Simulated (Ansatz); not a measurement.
Consider this model of amorphous Al28O45Y2.

```xyz
75
Lattice="9.4289 0.0000 0.0000 0.0000 9.4289 0.0000 0.0000 0.0000 9.4289" Properties=species:S:1:pos:R:3 pbc="T T T"
Al     2.0524     8.2644     3.5168
Al     7.3542     3.9700     9.0431
Al     3.0479     1.1265     8.4131
Al     7.1791     3.4430     6.3583
Al     3.1316     6.3413     5.8232
Al     6.5510     7.2497     1.0199
Al     9.0915     5.9173     1.1079
Al     2.1767     3.1715     5.5025
Al     5.2727     9.1329     2.9162
Al     2.1588     5.7887     9.3177
Al     8.7529     8.7402     2.8341
Al     2.4801     3.7497     1.6127
Al     7.1333     1.8121     3.8940
Al     4.0502     7.4292     8.3905
Al     5.1303     2.0313     1.2856
Al     0.6791     3.1639     8.5814
Al     6.0847     0.2049     8.8891
Al     0.1958     3.9816     2.9753
Al     6.9527     4.2910     2.2638
Al     4.7010     3.6851     4.1134
Al     7.3483     5.8836     4.4023
Al     2.2829     1.3030     2.5051
Al     0.6679     8.2005     5.7556
Al     3.4964     0.7675     5.2335
Al     7.9908     0.9324     7.1504
Al     3.9850     6.2604     2.4838
Al     5.8443     8.3593     5.8785
Al     0.3955     5.0110     5.9269
O      8.0921     4.8960     5.7116
O      9.0367     4.2211     0.1666
O      1.3440     1.5350     8.8283
O      0.9797     4.1015     4.5365
O      6.2993     3.2883     0.8827
O      7.0388     7.3916     5.1136
O      3.1021     1.8627     6.6745
O      3.4606     4.5324     5.4805
O      8.1803     2.7303     7.8115
O      8.4123     5.4655     2.9360
O      6.3483     0.1312     7.0639
O      3.3787     9.2808     2.7959
O      8.2866     7.7346     1.4207
O      9.2972     9.1343     6.9461
O      0.9605     9.3795     2.2397
O      3.8090     4.4645     2.6136
O      2.9182     8.8140     8.5092
O      7.1176     5.5744     0.7994
O      6.0054     4.9479     3.6685
O      2.3451     3.9901     9.2530
O      3.0645     6.8198     3.9362
O      8.0549     3.0419     2.9925
O      2.9079     2.1169     4.1987
O      7.8651     0.4530     8.9960
O      6.3378     4.4571     7.7112
O      5.5044     2.2791     3.1492
O      7.8347     1.8872     5.5304
O      0.6549     6.7187     9.2087
O      5.4775     7.3539     2.4565
O      7.3077     0.1657     3.2912
O      3.3754     2.1358     1.3596
O      0.2520     7.8527     4.0557
O      5.0360     0.0337     4.7178
O      5.6627     0.3418     1.2675
O      3.2245     5.9013     7.7996
O      2.1471     9.0472     5.1982
O      5.5423     3.1579     5.6556
O      4.4206     7.4760     6.4798
O      5.7139     7.8135     8.9866
O      3.4823     6.5937     0.7868
O      1.2521     5.2210     1.8654
O      1.2738     6.5445     6.1175
O      1.1842     2.6910     2.2684
O      4.7869     1.6771     8.7275
O      1.1481     3.7662     6.9473
Y      4.3424     3.8020     7.5157
Y      0.3909     8.9503     9.2028
```

These are PBE, scalar-relativistic without spin-orbit coupling (plane waves to 420 eV, PAW; Ansatz, a first-principles code) values and carry that method's errors.

Preparation: random packing, a CHGNet melt and quench, and a DFT relaxation. O atoms were pushed apart under 1.9 Å during the dynamics, to hinder bonds among them. The hot cell started wider than the set density and was brought back towards it in steps. It is the lowest in DFT energy of 2 quenches. It is a model cell: composition and starting density were chosen by hand, and all elements were melted together. No dispersion term was used. Its density started from a set value of 3.27 and ended at 3.27 g/cm³. The simulated quench (nominally 280 K/ps over its main leg) is rapid and tends to freeze in more defects than a deposited or slowly cooled glass has. Values belong to this one cell and scatter from quench to quench. The volume was held where the preparation left it, at a PBE pressure of 1.5 GPa. Stress components on the final sampling reach 2.5 GPa.

Neighbours within Al-Al 2.66 Å, Al-O 2.30 Å, Al-Y 3.20 Å, O-O 1.58 Å, O-Y 2.82 Å, Y-Y 3.74 Å count as bonded. Two cations that share two anions don't count as bonded, nor two that share one unless they lie closer than Al-Al 2.59 Å, Al-Y 3.11 Å, Y-Y 3.64 Å.

### Question
Give the coordination numbers, mean bond lengths and angles.

### Answer

```
Property                                                          Result
---------------------------------  -------------------------------------
Mean coordination of Al by anions  4.68 (10 with 4, 17 with 5, 1 with 6)
Mean coordination of O             3.22 (1 with 2, 33 with 3, 11 with 4)
Mean coordination of Y by anions                         7.00 (2 with 7)
Mean Al-O bond                     1.854 Å (spread 0.092 Å, 131 counted)
Mean O-Y bond                       2.392 Å (spread 0.163 Å, 14 counted)
Bond angle at Al                               mean 107.0°, spread 23.7°
Bond angle at O                                mean 113.7°, spread 18.8°
Bond angle at Y                                mean 101.1°, spread 29.7°
```

### Question
List the pairs of like atoms that count as bonded by the rules above.

### Answer
There are none by these rules.
